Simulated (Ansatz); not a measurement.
## RuP under a change: pressure 0.7 GPa

Start from RuP (space group Pnma, No. 62; a = 5.491 Å, b = 3.118 Å, c = 6.145 Å; a cell from a computed database, its experimental status unchecked).

It is then changed as follows: a hydrostatic pressure of 0.7 GPa.

The values are results of PBEsol (Ansatz, a first-principles code, PAW, no SOC), not measurements. Γ-centred 9×15×8 mesh, Fermi–Dirac width 0.05 eV.

| quantity | base | changed | shift |
|---|---|---|---|
| volume per atom | 13.15 Å³ | 13.11 Å³ | -0.04 Å³ |
| density | 8.34 g/cm³ | 8.36 g/cm³ | +0.02 g/cm³ |
| shortest interatomic distance | 2.344 Å | 2.343 Å | -0.001 Å |
| enthalpy H = E + PV relative to the base's energy | – | +0.06 eV/atom | – |
| band gap | zero | zero | – |

Final structure:

```
CELL_PARAMETERS angstrom
      5.48668     0.00000     0.00000
      0.00000     3.11253     0.00000
      0.00000     0.00000     6.14157
ATOMIC_POSITIONS crystal
  P  0.68990 0.25000 0.06326
  P  0.31010 0.75000 0.93674
  P  0.81010 0.75000 0.56326
  P  0.18990 0.25000 0.43674
  Ru 0.49622 0.25000 0.70511
  Ru 0.50378 0.75000 0.29489
  Ru 0.00378 0.75000 0.20511
  Ru 0.99622 0.25000 0.79489
```

Load acts through the strain it causes; cell and atoms are relaxed under it. Stability against distortions was not tested. The final runs are not spin-polarised.
